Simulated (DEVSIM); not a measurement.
Device: abrupt Si n-p junction, at 250 K.

Layer 1 from the left is Si, thickness (μm) 1.20, Nd (cm⁻³) 6.5e18, τn (s) 0.00083, τp (s) 0.00083. Layer 2 from the left is Si, thickness (μm) 43.0, Na (cm⁻³) 8.6e16, τn (s) 0.00083, τp (s) 0.00083.

Left contact: ohmic. Right contact: ohmic. Voltage is applied to the left contact. Recombination: SRH at mid-gap, radiative. Mobility is μmin + (μ − μmin)/(1 + (N/Nref)^α).

The device is made up for the run: typed textbook-type constants, with dimensions and the other settings drawn at random. Values at 300 K; Nc and Nv go as T^1.5, mobilities as T to minus their exponent, the gap by Varshni's rule with the affinity fixed.

Si: gap (eV) 1.124, affinity (eV) 4.05, permittivity 11.7, Nc (cm⁻³) 2.86e19, Nv (cm⁻³) 3.1e19, μn (cm²/Vs) 1417, μp (cm²/Vs) 470, μn,min 52, μp,min 45, Nref,n 9.7e16, Nref,p 2.2e17, αn 0.68, αp 0.72, T exponent of μn 2.3, T exponent of μp 2.2, B (cm³/s) 4.7e-15, Varshni α (eV/K) 0.000473, Varshni β (K) 636.

Model (solved in DEVSIM): 1D drift-diffusion, Boltzmann statistics, complete ionisation; no tunnelling, impact ionisation, image-force lowering or self-heating.

Task: What does the simulation give for the largest field in the device at zero bias, the dark forward voltage at 1 A/cm²?

Result: largest field in the device at zero bias 190000 V/cm; dark forward voltage at 1 A/cm² 0.801 V.
